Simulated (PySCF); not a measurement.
PySCF 2.14.0, PBE0/def2-svpd, df: Sr(OH)(k2OAc) (CC1[O][Sr]([OH])<-[O]=1), 10 atoms. The geometry is a generated start, not checked to be a minimum at this level.

```json
{
  "task": "energy",
  "method": "pbe0",
  "basis": "def2-svpd",
  "two_electron_scheme": "density fitting",
  "mol.max_memory": "3000 MB",
  "mf.max_cycle": "100",
  "mf.conv_tol": "1e-09 (default)",
  "mf.grids.level": "3 (default)",
  "effective_core_potentials": "those of the basis set, past Kr",
  "basis_functions": "167",
  "grid_points": "131624"
}
```

```xyz
10

Sr     1.6626     1.3287    -0.6895
O      0.4334     1.9696    -2.2280
H      0.4741     2.7324    -2.8062
C     -0.8057    -1.2873     1.0896
C      0.1961    -0.3131     0.4857
O      0.2017     0.8587     0.9023
O      0.9667    -0.7448    -0.3884
H     -0.3109    -2.2334     1.2898
H     -1.2303    -0.8644     1.9944
H     -1.5878    -1.4464     0.3502
```

With the defaults (mf.DIIS = CDIIS, mf.diis = true, mf.diis_damp = 0, mf.level_shift = 0, mf.damp = 0, mf.diis_start_cycle = 1, mf.diis_space = 8, mf.init_guess = minao) it converges in 14 Fock builds. One run each on 2 threads, 1 BLAS thread, with these changes:
- mf.diis_damp = 0.3
- mf.init_guess = atom
- mf.level_shift = 1 Hartree
- mf.DIIS = EDIIS
- mf.level_shift = 0.1 Hartree
- mf.init_guess = huckel
- mf.diis_space = 5
- mf.diis = false
- mf.damp = 0.7, mf.diis_start_cycle = 8

Name the settings that don't reach the solution of the defaults.

No convergence: mf.DIIS = EDIIS; mf.diis = false (the run ends without SCF convergence in 100 cycles). The rest reach the solution of the defaults.

```csv
setting,Fock builds,end
the defaults,14,same solution
mf.diis_damp = 0.3,14,same solution
mf.level_shift = 0.1 Hartree,15,same solution
mf.init_guess = atom,15,same solution
"mf.damp = 0.7, mf.diis_start_cycle = 8",16,same solution
mf.diis_space = 5,16,same solution
mf.init_guess = huckel,16,same solution
mf.level_shift = 1 Hartree,35,same solution
mf.DIIS = EDIIS,101,no convergence
mf.diis = false,101,no convergence
```
